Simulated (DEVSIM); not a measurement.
Structure: Pd/Al2O3/p-In0.53Ga0.47As capacitor, at 250 K.

| layer (left to right) | material | thickness (nm) | Na (cm⁻³) |
|---|---|---|---|
| 1 | Al2O3 | 21.0 | - |
| 2 | In0.53Ga0.47As | 5700 | 1e16 |

Metal gate on the left, work function 5.2 eV. Fixed charge at the semiconductor interface 5.5e10 cm⁻² (in units of +e); no interface traps.

Constants are typed, rounded textbook-type inputs, not results; the design itself was drawn at random and stands for no fabricated device. Values at 300 K; Nc and Nv go as T^1.5, mobilities as T to minus their exponent, the gap by Varshni's rule with the affinity fixed.

| parameter | Al2O3 | In0.53Ga0.47As |
|---|---|---|
| gap (eV) | 6.8 | 0.74 |
| affinity (eV) | 1.35 | 4.51 |
| permittivity | 9 | 13.9 |
| Nc (cm⁻³) | - | 2.1e17 |
| Nv (cm⁻³) | - | 7.7e18 |
| Varshni α (eV/K) | - | 0.00035 |
| Varshni β (K) | - | 190 |

Model (solved in DEVSIM): 1D Poisson equation in equilibrium, Boltzmann statistics, complete ionisation; no quantum confinement or tunnelling. Metal contacts follow the ideal Schottky-Mott rule: no Fermi-level pinning, no interface dipoles.

The substrate doping was swept, all else fixed.

```
substrate doping (cm^-3)  minimum of the low-frequency capacitance (μF/cm²)  flat-band voltage (V)  threshold voltage (band bending 2φF) (V)
------------------------  -------------------------------------------------  ---------------------  ----------------------------------------
5e14                                                                 0.0122                   0.11                                      0.57
1e15                                                                 0.0163                   0.10                                      0.59
2e15                                                                 0.0218                   0.08                                      0.62
5e15                                                                      …                   0.06                                         …
1e16                                                                 0.0424                   0.05                                      0.73
2e16                                                                 0.0557                   0.03                                      0.80
```

Q: Fill in the missing entries.

A: 
- 5e15, minimum of the low-frequency capacitance (μF/cm²): 0.0320
- 5e15, threshold voltage (band bending 2φF) (V): 0.68
